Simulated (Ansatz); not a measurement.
## GeRh (model structure, started from the rocksalt type, Fm-3m, No. 225, 2 atoms in the cell): properties by level of theory

```tsv
level (code)	lattice constant a (Å)	formation enthalpy (eV/atom)
PBE (Ansatz)	5.062	-0.125
PBEsol (Ansatz)	4.992	-0.140
PBE-D3(BJ) (Ansatz)	5.009	-0.146
r²SCAN (Ansatz)	5.021	-0.119
```

Ansatz's density-functional and Hartree–Fock values are scalar-relativistic unless marked +SOC, with PAW data made under PBE.

The crystal itself was run without spin with PBE, PBEsol, PBE-D3(BJ), r²SCAN; a magnetic state was not tried in these runs.

The computed numbers hold no vibrational or temperature effects.

A model structure was made by putting elements into a prototype or built by hand; it is no filed structure, need not be a known phase, and can be a saddle point held by its symmetry.

Ansatz is an electronic-structure program.
